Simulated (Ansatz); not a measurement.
# Effect of biaxial strain +1.00 %, plane normal [001], relaxed out of plane on Ta

Start from Ta in the bcc (W type) structure (space group Im-3m, No. 229; a = 3.282 Å; relaxed with 0.1 eV smearing). Axes: x, y, z lie along the cube axes.

Now apply this change: biaxial strain +1.00 %, plane normal [001], relaxed out of plane (Cartesian); in-plane vectors clamped, the third vector and the atoms free.

Level of theory: PBEsol/PAW in Ansatz (a first-principles code), no spin-orbit coupling. Γ-centred 28×28×28 mesh, Fermi–Dirac width 0.1 eV.

The volume per atom rises by 0.14 Å³ to 17.82 Å³ and the space group goes from Im-3m (No. 229) to I4/mmm (No. 139). The shortest interatomic distance increases by 0.008 Å (2.843 Å → 2.851 Å) and the energy goes up by 2.7 meV/atom. The pressure (mean of the normal stresses, compression positive) goes from zero to -1.6 GPa and the band gap is still zero. The out-of-plane strain amounts to -1.17 % and the ratio −ε⊥/ε∥ amounts to 1.17. The mean in-plane stress (compression positive) comes out as -2.4 GPa.

Final structure (turned so that z lies along the plane normal):

```
CELL_PARAMETERS angstrom
      3.31512     0.00000     0.00000
      0.00000     3.31512     0.00000
      1.65756    -1.65756     1.62189
ATOMIC_POSITIONS crystal
  Ta 0.00000 0.00000 0.00000
```

Whether these cells are dynamically stable was not tested. The final runs are not spin-polarised.
